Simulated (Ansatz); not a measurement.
Consider CdGa₂Te₄ (space group I-4, No. 82).

```xyz
7
Lattice="-3.0524 3.0524 5.8940 3.0524 -3.0524 5.8940 3.0524 3.0524 -5.8940" Properties=species:S:1:pos:R:3 pbc="T T T"
Cd     0.0000     0.0000     0.0000
Ga     0.0000     3.0524     2.9470
Ga     0.0000     0.0000     5.8940
Te     1.7053     1.5061     1.6476
Te     1.5061     4.3995    -1.6476
Te     1.3471     1.5463     7.5416
Te     1.5463    -1.3471     4.2464
```

Method: PBEsol (Ansatz, a program for electronic structure, PAW, spin-orbit coupling left out).

For the base:

| Item | Value |
|---|---|
| Band gap | 1.13 eV |
| Smallest direct gap | 1.13 eV |
| Lattice parameter a | 6.105 Å |
| Gap character | direct at Γ |

The change: a hydrostatic pressure of 4.5 GPa.

**Question.** Predict the new band gap.

**Answer.** The band gap shrinks by 0.47 eV, from 1.13 eV to 0.66 eV.

**Question.** What does the calculation give for the smallest direct gap after the change?

**Answer.** The smallest direct gap drops by 0.19 eV to 0.94 eV.

**Question.** What does the calculation give for the lattice parameter a after the change?

**Answer.** The lattice parameter a falls by 0.258 Å (6.105 Å → 5.847 Å).

**Question.** Estimate the effect on the gap character.

**Answer.** The gap character goes from direct at Γ to indirect, Γ → M.

Spin-orbit coupling, missing from the scalar runs, can matter with Te. Load acts through the strain it causes; cell and atoms are relaxed under it. Whether these cells are dynamically stable was not tested.
